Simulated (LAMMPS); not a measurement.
Cu (fcc) at 1360 K and zero pressure, started from the melt, with several potentials, in cells of their own sizes.

The levels:
- EAM-type AlCu.adp: classical MD, pair style adp, file AlCu.adp (LAMMPS); Apostol and Mishin, Phys Rev B 83, 054116 (2011)
- EAM-type AlCu.eam.alloy: classical MD, pair style eam/alloy, file AlCu.eam.alloy (LAMMPS); Cai and Ye, Phys Rev B, 54, 8398-8410 (1996)
- EAM-type CuNi.eam.alloy: classical MD, pair style eam/alloy, file CuNi.eam.alloy (LAMMPS); Onat and Durukanoglu, J Phys Cond Matt, 26, 035404 (2014)
- EAM-type CuZr_mm.eam.fs: classical MD, pair style eam/fs, file CuZr_mm.eam.fs (LAMMPS)
- EAM-type Cu_mishin1.eam.alloy: classical MD, pair style eam/alloy, file Cu_mishin1.eam.alloy (LAMMPS); Mishin, Phys Rev B, 63, 224106 (2001)
- EAM-type Cu_zhou.eam.alloy: classical MD, pair style eam/alloy, file Cu_zhou.eam.alloy (LAMMPS); Zhou et al, Acta Mater, 49, 4005 (2001)
- EAM-type smf7: classical MD, pair style eam, the elements' _smf7.eam files (smf7) (LAMMPS); Foiles, Phys Rev B 32, 7685 (1985)
- EAM-type universal-3 set of Foiles, Baskes and Daw: classical MD, pair style eam, the elements' _u3.eam files (universal-3 set of Foiles, Baskes and Daw) (LAMMPS); Foiles et al, Phys Rev B, 33, 7983 (1986)
- MEAM AlSiMgCuFe.meam: classical MD, pair style meam, file AlSiMgCuFe.meam (LAMMPS); Jelinek, Groh, Horstemeyer, Houze, Kim, Wagner, Moitra and Baskes, Phys Rev B, 85, 245102 (2012)
- MEAM library.meam-Cu: classical MD, pair style meam, file library.meam (library.meam-Cu) (LAMMPS); Baskes, Phys Rev B, 46, 2727-2742 (1992)
- SNAP Cu_Zuo_JPCA2020.quadratic.snap: MD with a machine-learned potential, pair style snap, file Cu_Zuo_JPCA2020.quadratic.snap (LAMMPS); Y. Zuo, C. Chen, X, Li, Z. Deng, Y. Chen, J. Behler, G. Csányi, A. V. Shapeev, A. P. Thompson, M. A. Wood, S. P. Ong, "Performance and Cost Assessment of Machine Learning Interatomic Potentials" J. Phys. Chem. A 124, 4, 731-745 (2020)
- SNAP Cu_Zuo_JPCA2020.snap: MD with a machine-learned potential, pair style snap, file Cu_Zuo_JPCA2020.snap (LAMMPS); Y. Zuo, C. Chen, X, Li, Z. Deng, Y. Chen, J. Behler, G. Csányi, A. V. Shapeev, A. P. Thompson, M. A. Wood, S. P. Ong, "Performance and Cost Assessment of Machine Learning Interatomic Potentials" J. Phys. Chem. A 124, 4, 731-745 (2020)
- bond-order AlCu.bop.table: classical MD, pair style bop, file AlCu.bop.table (LAMMPS); Zhou, Ward, and Foster, Phys. Chem. Chem. Phys., under consideration

```tsv
potential	state	volume	first peak of g(r)	coordination number	self-diffusion coefficient of Cu (not corrected for cell size)	mean phonon frequency	rough cost (ms per atom and simulated ps)
bond-order AlCu.bop.table	liquid	12.370 ± 0.004 Å³/atom	2.47 Å, height 2.7	13.1 (counted to 3.38 Å)	(2.88 ± 0.10) × 10^-5 cm²/s	4.7 THz	30 to 100
EAM-type AlCu.adp	liquid	13.427 ± 0.001 Å³/atom	2.49 Å, height 2.8	13.3 (counted to 3.54 Å)	(3.29 ± 0.06) × 10^-5 cm²/s	4.4 THz	1 to 3
EAM-type AlCu.eam.alloy	liquid	13.7942 ± 0.0005 Å³/atom	2.49 Å, height 2.7	13.1 (counted to 3.54 Å)	(4.13 ± 0.04) × 10^-5 cm²/s	4.1 THz	1 to 3
EAM-type CuNi.eam.alloy	liquid	13.446 ± 0.002 Å³/atom	2.49 Å, height 2.7	13.1 (counted to 3.50 Å)	(3.34 ± 0.02) × 10^-5 cm²/s	4.3 THz	1 to 3
EAM-type CuZr_mm.eam.fs	liquid	13.118 ± 0.002 Å³/atom	2.54 Å, height 2.6	13.0 (counted to 3.46 Å)	(2.72 ± 0.03) × 10^-5 cm²/s	3.9 THz	1 to 3
EAM-type Cu_mishin1.eam.alloy	liquid	13.427 ± 0.002 Å³/atom	2.49 Å, height 2.8	13.1 (counted to 3.50 Å)	(3.42 ± 0.07) × 10^-5 cm²/s	4.5 THz	1 to 3
EAM-type Cu_zhou.eam.alloy	liquid	13.448 ± 0.002 Å³/atom	2.49 Å, height 2.5	13.1 (counted to 3.50 Å)	(4.9 ± 0.1) × 10^-5 cm²/s	3.8 THz	1 to 3
EAM-type smf7	liquid	13.548 ± 0.001 Å³/atom	2.49 Å, height 2.8	13.0 (counted to 3.50 Å)	(3.77 ± 0.03) × 10^-5 cm²/s	4.3 THz	1 to 3
EAM-type universal-3 set of Foiles, Baskes and Daw	liquid	13.420 ± 0.004 Å³/atom	2.49 Å, height 2.7	13.1 (counted to 3.50 Å)	(3.43 ± 0.02) × 10^-5 cm²/s	4.3 THz	1 to 3
MEAM AlSiMgCuFe.meam	liquid	13.585 ± 0.004 Å³/atom	2.47 Å, height 2.7	11.3 (counted to 3.30 Å)	(4.6 ± 0.2) × 10^-5 cm²/s	-	10 to 30
MEAM library.meam-Cu	liquid	13.312 ± 0.002 Å³/atom	2.50 Å, height 3.1	9.8 (counted to 3.06 Å)	(1.98 ± 0.02) × 10^-5 cm²/s	5.8 THz	1 to 3
SNAP Cu_Zuo_JPCA2020.quadratic.snap	liquid	13.924 ± 0.009 Å³/atom	2.50 Å, height 2.8	12.6 (counted to 3.50 Å)	(3.2 ± 0.2) × 10^-5 cm²/s	4.1 THz	30 to 100
SNAP Cu_Zuo_JPCA2020.snap	liquid	13.314 ± 0.009 Å³/atom	2.49 Å, height 3.0	13.1 (counted to 3.50 Å)	(2.64 ± 0.05) × 10^-5 cm²/s	4.6 THz	100 to 300
```

Costs are rough: whole-run CPU time with set-up and analysis, from shared machines, in bands a factor of about three wide.

Caution (rows bond-order AlCu.bop.table; SNAP Cu_Zuo_JPCA2020.quadratic.snap; SNAP Cu_Zuo_JPCA2020.snap): a run this short can hold a crystal over, or a liquid under, the potential's own melting point, which these runs don't give.

Caution: the potential MEAM library.meam-Cu is a first-neighbour MEAM set with a 4 Å cutoff, used here without a parameter file and away from the static properties it was fitted to.

States go by the mean squared displacement: a species diffuses where it passes 1.5 Å², still rises and gives D over 1e-6 cm²/s; a crystal has left its structure where atoms lie 0.35 Å off their sites on average or a cubic box changes its shape by 3 %, or the axial ratios of another lie 8 % off the starting cell's, which the potential's own relaxation can also do.

Errors of D are the spread over four groups of atoms in one short run; a floor of about 5 %, a picked value, is safer.

The ± values are statistical; the model's systematic error is not in them.
